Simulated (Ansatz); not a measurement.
Hypothetical CsCl type CoO, element substitutions

The parent structure is CoO in the CsCl type structure (space group Pm-3m, No. 221; a = 2.616 Å; ferromagnetic; a hypothetical phase, not in the database extracts checked).

Each row replaces one element on all its sites; cell and atoms are relaxed.

Levels (all Ansatz, a first-principles code, PAW): PBE (420 eV, no SOC); r2SCAN (500 eV, no SOC).

The base cell above is that of PBE; each level relaxes its own structures.

```tsv
case	lattice parameter a, PBE	lattice parameter a, r2SCAN
O → C	2.490 Å	2.476 Å
Co → Ir	2.811 Å	2.786 Å
Co → Fe	2.650 Å	2.620 Å
```

PBE lies above r2SCAN in every row, by 0.014 Å to 0.030 Å. They put the cases in the same order.

Stability against distortions was not tested. As relaxed here, CoC, IrO and FeO are hypothetical phases, not in the database extracts checked. No Hubbard U is applied and the magnetic state is the run's own (CoO ferromagnetic; FeO ferromagnetic); other magnetic orders, which need larger cells, were not tried and can change the gap. Spin-polarised in the final run: PBE CoC, PBE base, r2SCAN CoC, r2SCAN base, PBE FeO and r2SCAN FeO; the other runs are not. An odd electron count without spin: IrO.
